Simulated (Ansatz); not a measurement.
## Hypothetical zinc blende SnSe: pressure series

The reference is SnSe in the zinc blende structure (space group F-43m, No. 216; a = 6.6567 Å; a hypothetical phase, not in the database extracts checked).

Cell and atoms are relaxed at each pressure.

Method: Ansatz (an electronic-structure program) PBEsol, no spin-orbit coupling.

```csv
pressure (GPa),volume per atom (Å³/atom)
-2,39.508
0,36.870
0.3,?
0.7,36.098
1.5,35.290
3,33.929
5,32.424
7.5,30.933
10,29.704
```

Q: Fit the third-order Birch–Murnaghan form P(V) = (3B₀/2)[(V₀/V)^(7/3) − (V₀/V)^(5/3)]·[1 + (3/4)(B₀′ − 4)((V₀/V)^(2/3) − 1)] (squares taken in P) to the rows shown and predict the withheld row.

A: Least squares on the printed values gives V₀ = 36.835 Å³/atom, B₀ = 31.6 GPa, B₀′ = 3.6; this predicts 36.492 Å³/atom, and the run gives 36.529 Å³/atom, 0.037 higher.

Load acts through the strain it causes; cell and atoms are relaxed under it. Stability against distortions was not tested. Competing high-pressure phases were not computed. All final runs are without spin polarisation.
